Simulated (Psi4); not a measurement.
Psi4 1.11, unrestricted B3LYP/def2-svpd: W(S)(Cl)3 ([S]=[W]([Cl])([Cl])[Cl]), charge 0, multiplicity 2, 5 atoms. The geometry is a generated start, not checked to be a minimum at this level.

```yaml
task: energy
method: b3lyp
basis: def2-svpd
memory: 3 GB
maxiter: 100
keys_of_the_molecule_block: symmetry c1
scf_type: df (default)
e_convergence: 1e-06 (default)
d_convergence: 1e-06 (default)
dft_radial_points: 75 (default)
dft_spherical_points: 302 (default)
effective_core_potentials: those of the basis set, past Kr
basis_functions: 143
grid_points: 107829
```

```xyz
5

W      0.1848     0.0185     0.1076
S      1.6311    -0.8634    -1.2480
Cl     0.7079     0.8067     2.0427
Cl    -1.0001     1.4873    -1.1304
Cl    -1.5237    -1.4492     0.2282
```

Charge 0 and multiplicity 2 are set for this test and not shown to be the ground state.

With the defaults (guess = auto, which took SAD, diis = true, scf_initial_accelerator = adiis, damping_percentage = 0, diis_max_vecs = 10, level_shift = 0, level_shift_cutoff = 0.01, soscf = false) it converges in 14 SCF iterations. One run each on 2 threads, with these changes:
- soscf = true
- scf_initial_accelerator = ediis
- guess = core
- level_shift = 0.5, level_shift_cutoff = 0.001
- diis = false, scf_initial_accelerator = none, damping_percentage = 60
- diis_max_vecs = 3
- scf_initial_accelerator = none
- diis_max_vecs = 6
- guess = modhuckel

Q: Which runs fail or end elsewhere than the default run?

A: No convergence: diis = false, scf_initial_accelerator = none, damping_percentage = 60 (the run ends without SCF convergence in 100 iterations). Another solution: guess = core (490 meV higher). The rest reach the solution of the defaults.

```json
[
 {"setting": "soscf = true", "SCF iterations": "12", "JK calls": "53", "end": "same solution"},
 {"setting": "the defaults", "SCF iterations": "14", "JK calls": "15", "end": "same solution"},
 {"setting": "scf_initial_accelerator = none", "SCF iterations": "14", "JK calls": "15", "end": "same solution"},
 {"setting": "scf_initial_accelerator = ediis", "SCF iterations": "14", "JK calls": "15", "end": "same solution"},
 {"setting": "level_shift = 0.5, level_shift_cutoff = 0.001", "SCF iterations": "15", "JK calls": "16", "end": "same solution"},
 {"setting": "diis_max_vecs = 6", "SCF iterations": "16", "JK calls": "17", "end": "same solution"},
 {"setting": "guess = modhuckel", "SCF iterations": "18", "JK calls": "43", "end": "same solution"},
 {"setting": "diis_max_vecs = 3", "SCF iterations": "33", "JK calls": "34", "end": "same solution"},
 {"setting": "guess = core", "SCF iterations": "26", "JK calls": "26", "end": "other solution, 490 meV higher"},
 {"setting": "diis = false, scf_initial_accelerator = none, damping_percentage = 60", "SCF iterations": "100", "JK calls": "101", "end": "no convergence"}
]
```

An SOSCF iteration holds several JK calls; a Hückel guess adds calls on atoms. 1 further run of the study ended by our limits or in an error and is left out.
